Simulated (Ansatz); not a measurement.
## One Al atom on a Si site, 3x3x3 cubic cells, neutral, without spin

Geometry as solved with PBE, support functions at accuracy medium on the grid of 420 eV (Ansatz, a program for electronic structure).

```xyz
216
Lattice="16.41 0.00 0.00 0.00 16.41 0.00 0.00 0.00 16.41" Properties=species:S:1:pos:R:3 pbc="T T T"
Si     0.00     0.00     0.00
Si     1.37     1.37     1.37
Si     2.74     2.73     0.00
Si     4.10     4.10     1.37
Si     2.74     0.00     2.73
Si     4.10     1.37     4.10
Si     0.00     2.73     2.73
Si     1.37     4.10     4.10
Si     0.00     0.00     5.47
Si     1.36     1.36     6.84
Si     2.72     2.72     5.47
Si     4.09     4.09     6.82
Si     2.74     0.00     8.20
Si     4.11     1.37     9.57
Si     0.00     2.73     8.20
Si     1.37     4.11     9.57
Si     0.00     0.00    10.94
Si     1.37     1.37    12.31
Si     2.74     2.74    10.94
Si     4.11     4.11    12.30
Si     2.73     0.00    13.67
Si     4.10     1.37    15.04
Si     0.00     2.73    13.67
Si     1.37     4.10    15.04
Si     0.00     5.47    -0.01
Si     1.36     6.84     1.36
Si     2.73     8.21     0.00
Si     4.11     9.57     1.37
Si     2.72     5.47     2.72
Si     4.09     6.82     4.09
Si     0.00     8.21     2.73
Si     1.37     9.57     4.11
Si     0.00     5.47     5.47
Si     1.37     6.84     6.84
Si     2.74     8.20     5.47
Si     4.09     9.58     6.85
Si     2.74     5.47     8.20
Si     4.09     6.85     9.59
Si     0.00     8.20     8.20
Si     1.37     9.57     9.57
Si     0.00     5.47    10.94
Si     1.36     6.84    12.32
Si     2.72     8.20    10.95
Si     4.10     9.57    12.31
Si     2.74     5.47    13.67
Si     4.10     6.84    15.04
Si     0.00     8.21    13.68
Si     1.37     9.57    15.04
Si     0.00    10.94     0.00
Si     1.37    12.31     1.37
Si     2.73    13.67     0.00
Si     4.10    15.04     1.37
Si     2.74    10.94     2.74
Si     4.11    12.30     4.11
Si     0.00    13.67     2.73
Si     1.37    15.04     4.10
Si     0.00    10.94     5.47
Si     1.36    12.32     6.84
Si     2.74    13.67     5.47
Si     4.10    15.04     6.84
Si     2.72    10.95     8.20
Si     4.10    12.31     9.57
Si     0.00    13.68     8.21
Si     1.37    15.04     9.57
Si     0.00    10.94    10.94
Si     1.37    12.31    12.31
Si     2.73    13.67    10.94
Si     4.10    15.04    12.31
Si     2.73    10.94    13.67
Si     4.10    12.31    15.04
Si     0.00    13.67    13.67
Si     1.37    15.04    15.04
Si     5.47     0.00    -0.01
Si     6.84     1.36     1.36
Si     8.21     2.73     0.00
Si     9.57     4.11     1.37
Si     8.21     0.00     2.73
Si     9.57     1.37     4.11
Si     5.47     2.72     2.72
Si     6.82     4.09     4.09
Si     5.47     0.00     5.47
Si     6.84     1.37     6.84
Si     8.20     2.74     5.47
Si     9.59     4.09     6.86
Si     8.21     0.00     8.20
Si     9.57     1.37     9.57
Si     5.47     2.74     8.20
Si     6.86     4.09     9.59
Si     5.47     0.00    10.94
Si     6.84     1.36    12.32
Si     8.20     2.72    10.95
Si     9.57     4.10    12.31
Si     8.21    -0.01    13.68
Si     9.57     1.37    15.04
Si     5.47     2.73    13.67
Si     6.84     4.10    15.04
Si     5.47     5.47     0.00
Si     6.84     6.84     1.37
Si     8.20     8.20     0.00
Si     9.57     9.57     1.37
Si     8.20     5.47     2.74
Si     9.59     6.85     4.09
Si     5.47     8.20     2.74
Si     6.85     9.58     4.09
Si     5.43     5.44     5.43
Al     6.84     6.84     6.84
Si     8.24     8.24     5.43
Si     9.58     9.58     6.82
Si     8.24     5.43     8.24
Si     9.59     6.82     9.59
Si     5.43     8.24     8.24
Si     6.82     9.58     9.58
Si     5.47     5.47    10.93
Si     6.84     6.84    12.30
Si     8.20     8.20    10.93
Si     9.57     9.57    12.30
Si     8.21     5.47    13.67
Si     9.57     6.84    15.04
Si     5.47     8.20    13.67
Si     6.84     9.57    15.04
Si     5.47    10.94     0.00
Si     6.84    12.32     1.36
Si     8.21    13.68    -0.01
Si     9.57    15.04     1.37
Si     8.20    10.95     2.72
Si     9.57    12.31     4.10
Si     5.47    13.67     2.73
Si     6.84    15.04     4.10
Si     5.47    10.93     5.47
Si     6.84    12.30     6.84
Si     8.20    13.67     5.47
Si     9.57    15.04     6.84
Si     8.20    10.93     8.20
Si     9.57    12.30     9.57
Si     5.47    13.67     8.20
Si     6.84    15.04     9.57
Si     5.47    10.95    10.95
Si     6.84    12.32    12.32
Si     8.21    13.67    10.94
Si     9.57    15.04    12.31
Si     8.21    10.94    13.67
Si     9.57    12.31    15.04
Si     5.47    13.68    13.68
Si     6.84    15.04    15.04
Si    10.94     0.00     0.00
Si    12.31     1.37     1.37
Si    13.67     2.73     0.00
Si    15.04     4.10     1.37
Si    13.67     0.00     2.73
Si    15.04     1.37     4.10
Si    10.94     2.74     2.74
Si    12.30     4.11     4.11
Si    10.94     0.00     5.47
Si    12.32     1.36     6.84
Si    13.67     2.73     5.47
Si    15.04     4.10     6.84
Si    13.68    -0.01     8.21
Si    15.04     1.37     9.57
Si    10.95     2.72     8.20
Si    12.31     4.10     9.57
Si    10.94     0.00    10.94
Si    12.31     1.37    12.31
Si    13.68     2.73    10.94
Si    15.04     4.10    12.31
Si    13.67     0.00    13.67
Si    15.04     1.37    15.04
Si    10.94     2.73    13.67
Si    12.31     4.10    15.04
Si    10.94     5.47     0.00
Si    12.32     6.84     1.36
Si    13.68     8.21    -0.01
Si    15.04     9.57     1.37
Si    13.67     5.47     2.73
Si    15.04     6.84     4.10
Si    10.95     8.20     2.72
Si    12.31     9.57     4.10
Si    10.93     5.47     5.47
Si    12.30     6.84     6.84
Si    13.67     8.20     5.47
Si    15.04     9.57     6.84
Si    13.67     5.47     8.20
Si    15.04     6.84     9.57
Si    10.93     8.20     8.20
Si    12.30     9.57     9.57
Si    10.95     5.47    10.95
Si    12.32     6.84    12.32
Si    13.67     8.20    10.94
Si    15.04     9.57    12.31
Si    13.68     5.47    13.68
Si    15.04     6.84    15.04
Si    10.94     8.20    13.67
Si    12.31     9.57    15.04
Si    10.94    10.94     0.00
Si    12.31    12.31     1.37
Si    13.67    13.67     0.00
Si    15.04    15.04     1.37
Si    13.67    10.94     2.73
Si    15.04    12.31     4.10
Si    10.94    13.67     2.73
Si    12.31    15.04     4.10
Si    10.95    10.95     5.47
Si    12.32    12.32     6.84
Si    13.68    13.68     5.47
Si    15.04    15.04     6.84
Si    13.67    10.94     8.20
Si    15.04    12.31     9.57
Si    10.94    13.67     8.20
Si    12.31    15.04     9.57
Si    10.94    10.94    10.94
Si    12.31    12.30    12.31
Si    13.67    13.67    10.94
Si    15.04    15.04    12.31
Si    13.67    10.94    13.67
Si    15.04    12.31    15.04
Si    10.94    13.67    13.67
Si    12.31    15.04    15.04
```
